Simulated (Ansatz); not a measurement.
## MoGe2 (model structure, started from the C54 type, Fddd, No. 70, 6 atoms in the cell)

Method: r²SCAN (Ansatz, a program for electronic structure, PAW).

Run with plane-wave cutoff 560 eV, 14×14×14 k mesh, Fermi–Dirac smearing 0.05 eV, no spin polarisation, scalar-relativistic PAW data made under PBE.

Cell (relaxed at this level):

```cif
data_Ge16Mo8
_chemical_formula_sum 'Ge16 Mo8'
_space_group_name_H-M_alt 'Fddd :1'
_space_group_IT_number 70
_space_group_name_Hall 'F 2 2 -1d'
_cell_length_a 4.78571
_cell_length_b 8.68814
_cell_length_c 8.83285
_cell_angle_alpha 90.000
_cell_angle_beta 90.000
_cell_angle_gamma 90.000
loop_
_atom_site_label
_atom_site_type_symbol
_atom_site_symmetry_multiplicity
_atom_site_Wyckoff_symbol
_atom_site_fract_x
_atom_site_fract_y
_atom_site_fract_z
_atom_site_occupancy
Ge1 Ge 16 g 0.00000 0.00000 0.16107 1
Mo1 Mo 8 b 0.50000 0.50000 0.50000 1
```
(The calculation used a cell of 6 atoms; values per cell refer to that cell.)

```yaml
bulk modulus B0: 111 GPa
```

Note: the run has no spin polarisation, so it can have missed a magnetic state; the bulk modulus is −V dP/dV from two relaxed cells at ±2 % in volume; the relaxation could raise the start's symmetry but not lower it, so the cell can be a saddle point.

Cost on a shared machine: very roughly 40 core-minutes.

A model structure was made by putting elements into a prototype or built by hand; it is no filed structure, need not be a known phase, and can be a saddle point held by its symmetry.
